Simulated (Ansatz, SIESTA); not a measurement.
**RbLaMg6 (Amm2, 8 atoms in the cell) computed with different codes at matched settings**

Self-consistent single point.

```
RbLaMg6
1.0
    5.38287     0.00000     0.00000
    0.00000     3.64583     6.15327
    0.00000    -3.64583     6.15327
Rb La Mg
1 1 6
Cartesian
  2.69143   0.00000   4.07408
  2.69143   0.00000  10.32776
  2.69143  -1.76225   7.14197
  2.69143   1.76225   7.14197
  0.00000  -1.96518   5.34263
  0.00000   1.96518   5.34263
  0.00000   0.00000   8.11530
  0.00000   0.00000   1.74002
```

Shared settings, as Ansatz (a program for electronic structure) writes them: kpoints.mp_grid.grid = 5 5 5; scf.occupations.method = fermi_dirac; scf.occupations.width = 0.1 eV. Potentials and cutoffs stand in the table.

```
code                                                                                                                            model  pressure (GPa)  largest force (eV/Å)       cutoff
------  -----------------------------------------------------------------------------------------------------------------------------  --------------  --------------------  -----------
Ansatz                                                                                                PBEsol, PAW files made with PBE           -0.78                 0.093      default
SIESTA  GGA PBEsol, numerical atomic orbitals DZP, PseudoDojo PBEsol standard norm-conserving potentials (rewritten from UPF to PSML)           -0.54                 0.128  grid 400 Ry
```

Size of the force on each atom (eV/Å): Sizes of forces hide their directions.

```json
[
 {"code": "Ansatz", "Rb1": "0.093", "La2": "0.039", "Mg3": "0.060", "Mg4": "0.060", "Mg5": "0.029", "Mg6": "0.029", "Mg7": "0.020", "Mg8": "0.045"},
 {"code": "SIESTA", "Rb1": "0.128", "La2": "0.060", "Mg3": "0.067", "Mg4": "0.067", "Mg5": "0.109", "Mg6": "0.109", "Mg7": "0.058", "Mg8": "0.048"}
]
```

The spread over the programs that give each value: pressure within 0.24 GPa; largest force within 0.035 eV/Å.

SIESTA uses small atom-centred bases, whose incompleteness enters pressures, forces and empty levels differently from a plane-wave cutoff. Ansatz's pressure is given at a fixed set of plane waves, as the other plane-wave codes print theirs.

On the base mesh (3 3 3) the same programs gave: Ansatz pressure -0.78 GPa; SIESTA pressure -0.52 GPa.

The starting cell comes from a database of computed structures (which also holds hypothetical and non-ambient phases and stackings), without a prior relaxation at this level.

Keys are those of Ansatz 0.2.
